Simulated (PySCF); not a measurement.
PySCF 2.14.0, CCSD(T) (frozen core)/cc-pvtz: Mg(F)2 ([F][Mg][F]), 3 atoms. The geometry is a generated start, not checked to be a minimum at this level.

| Quantity | Value |
|---|---|
| task | ccsd(t) |
| basis | cc-pvtz |
| two-electron scheme | exact four-centre integrals |
| frozen core | true |
| mol.max_memory | 7000 MB |
| mf.init_guess | minao (default) |
| mf.DIIS | CDIIS (default) |
| mf.diis_space | 8 (default) |
| mf.conv_tol | 1e-09 (default) |
| basis functions (reference run) | 94 |

```xyz
3

Mg     0.0850     0.0041    -0.0102
F     -0.2399     1.2638    -1.1013
F      0.1549    -1.2679     1.1115
```

The reference run has mycc.conv_tol = 1e-09 Hartree, mycc.conv_tol_normt = 1e-07; it is not itself proven converged. Each setting ran once; only counts and results are compared.

Measured:

| setting | CCSD iterations | energy against the reference |
|---|---|---|
| the reference | 16 | — |
| mycc.conv_tol = 1e-07 (default), mycc.conv_tol_normt = 1e-05 (default) | 12 | under 0.001 meV/atom |
| mycc.conv_tol = 1e-05 Hartree, mycc.conv_tol_normt = 0.0001 | 8 | +0.033 meV/atom |
| mycc.conv_tol = 0.001 Hartree, mycc.conv_tol_normt = 0.01 | 4 | +1.1 meV/atom |

Problem. Predict the row for mycc.conv_tol = 0.0001 Hartree, mycc.conv_tol_normt = 0.001.

Solution. CCSD iterations: 6; energy against the reference: −0.29 meV/atom. Total energies are compared; such shifts often cancel in part in energy differences.
